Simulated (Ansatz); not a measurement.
Consider this model of amorphous Si$_{12}$Sb$_{12}$S$_{36}$.

```xyz
60
Lattice="11.7714 -0.2451 -0.7577 -0.2451 11.4485 0.2944 -0.7577 0.2944 11.6461" Properties=species:S:1:pos:R:3 pbc="T T T"
Si     6.2997     8.9104     2.6627
Si     8.4421     4.7064     5.2117
Si     9.9773     2.5819     6.9761
Si     1.7166    10.3002     7.2051
Si     0.0200    11.4200     1.4959
Si     5.7959     5.8326     3.5664
Si     7.7647     7.8204     5.3822
Si     6.2953    10.7573     5.3937
Si    -0.2497     8.1018     2.3065
Si     5.5457     9.4194    11.0176
Si     0.4826     5.4701     2.0867
Si     3.6746    10.1609     9.1762
Sb     5.5528     5.8816     9.4334
Sb     9.6982    10.9711     9.0186
Sb     9.7699     4.9511     9.8626
Sb    10.8728    10.6447     4.3292
Sb     6.6410     3.8879     6.8564
Sb    -0.0226     9.0796     9.9792
Sb     2.8091     1.7919     2.4728
Sb     5.9227     2.2260     4.3795
Sb     2.4517     6.1800     4.9534
Sb     2.5231     6.2445     9.1857
Sb     2.0615     3.4655     9.9437
Sb     6.1225     2.2428    -0.3158
S      0.0468     8.9981     7.4350
S      7.6227     4.7826     3.1714
S      7.8524     0.5736     4.0352
S      0.6468     4.0596     0.5108
S      5.8953     6.7217     5.5174
S      6.8163     7.8178    10.6454
S     10.7903     1.1924    10.3698
S      4.0685     4.6075     3.7623
S      0.0130     8.6514     4.3099
S     11.0437     0.7137     2.0519
S      0.8219     4.5717     3.9979
S      2.0948    11.0224     1.6945
S      3.4380     8.9558    10.9292
S      4.4532     2.9326     9.0938
S      2.7670     4.8958     7.0702
S      3.9288     3.1234     0.6275
S      4.9404     9.6946     4.0872
S      6.7466    10.2961     1.1065
S      5.3381     7.1325     1.9330
S      5.6153    10.9632     9.4895
S      2.0342    11.4996     8.9910
S      8.1156     2.1145     7.8759
S     10.2855     6.1054     1.2980
S      9.3873     6.5513     5.8739
S      7.1038     4.4702    -0.1467
S      8.2486     8.4613     3.4051
S      7.4436     9.4463     6.7302
S     11.1309     0.7810     6.9216
S      1.6687     7.2477     1.7571
S      5.1893     0.5712     6.1338
S     10.6858     9.3410     0.2864
S     11.0869     4.2014     7.8857
S      9.9283     3.1952     4.9197
S      1.5092    11.5265     5.4984
S      9.8058     7.3298     9.2617
S      3.5050     9.0721     7.3282
```

Computed with PBE-D3(BJ), scalar-relativistic without spin-orbit coupling (plane waves to 420 eV, PAW; Ansatz, a program for electronic structure).

A CHGNet melt-quench gave the starting glass, which DFT then relaxed. The hot cell started wider than the set density and was brought back towards it in steps. It is the lowest in DFT energy of 3 quenches. It is a model cell: composition and starting density were chosen by hand, and all elements were melted together. The geometry includes D3(BJ) dispersion. Its density started from a set value of 2.93 and ended at 3.14 g/cm³. Cooling (nominally 120 K/ps over its main leg) ran many orders faster than in experiment, which tends to leave more defects and strain. One small periodic cell is one sample of the glass; other quenches scatter about these values. Volume and shape were free in the relaxation.

Cut-offs for bonds: Si-Si 2.66 Å, Si-Sb 3.00 Å, Si-S 2.42 Å, Sb-Sb 3.24 Å, Sb-S 2.78 Å, S-S 2.39 Å.

Question: Give the coordination numbers, mean bond lengths and angles.

Answer: 
The mean coordination of Si is 4.00 (12 with 4) and the mean coordination of Sb is 2.92 (1 with 2, 11 with 3). The mean coordination of S is 2.03 (35 with 2, 1 with 3) and the mean Si-S bond comes out as 2.143 Å (spread 0.025 Å, 47 counted). The mean Sb-S bond comes out as 2.518 Å (spread 0.045 Å, 26 counted). The mean Sb-Sb bond is 3.004 Å (spread 0.064 Å, 4 counted), the bond angle at Si comes out as mean 109.4°, spread 5.7° and the bond angle at Sb is mean 92.6°, spread 10.6°. The bond angle at S comes out as mean 98.3°, spread 12.2°.

Question: Which atoms depart from the most common coordination of their element?

Answer: Sb19 has 2 (S36 2.51 Å, S40 2.54 Å); S40 has 3 (Sb19 2.54 Å, Sb24 2.55 Å, Sb23 2.58 Å).
